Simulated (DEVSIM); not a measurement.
System: W/HfO2/p-Ge capacitor, at 300 K.

Layer 1 from the left is HfO2, thickness (nm) 9.60. Layer 2 from the left is Ge, thickness (nm) 13000, Na (cm⁻³) 2.1e15.

Metal gate on the left, work function 4.6 eV. Fixed charge at the semiconductor interface 3e11 cm⁻² (in units of +e); no interface traps.

The device is made up for the run: typed textbook-type constants, with dimensions and the other settings drawn at random. Values at 300 K.

HfO2: gap (eV) 5.7, affinity (eV) 2.5, permittivity 22. Ge: gap (eV) 0.664, affinity (eV) 4, permittivity 16, Nc (cm⁻³) 1.04e19, Nv (cm⁻³) 6e18.

Model (solved in DEVSIM): 1D Poisson equation in equilibrium, Boltzmann statistics, complete ionisation; no quantum confinement or tunnelling. Metal contacts follow the ideal Schottky-Mott rule: no Fermi-level pinning, no interface dipoles.

**Question.** What does the simulation give for the minimum of the low-frequency capacitance?

**Answer.** minimum of the low-frequency capacitance 0.0421 μF/cm².
